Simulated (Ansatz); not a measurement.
The starting structures come from a database of crystals and need not be the phases stable at ambient conditions.

 Where the default PAW files enter, the runs use the earlier of Ansatz's two default sets.

By LDA, the system below comes out a metal.

Here is the system:

```xyz
1
Lattice="3.3824 0.0000 0.0000 0.0000 4.2157 0.0000 1.6912 -2.1079 1.9547" Properties=species:S:1:pos:R:3 pbc="T T T"
Sn     0.0000     0.0000     0.0000
```

Space group of this cell: Immm. The cell is taken as given; by LDA its mean pressure is -3.9 GPa.

The current flows along the normal of the first two printed cell vectors. No spin-orbit coupling; the value is a mean over 0.1 eV about the Fermi level.

Q: Predict the ballistic conductance per area from LDA (Ansatz, a first-principles code).

A: 1.2 × 10¹⁵ S/m² for both spins.
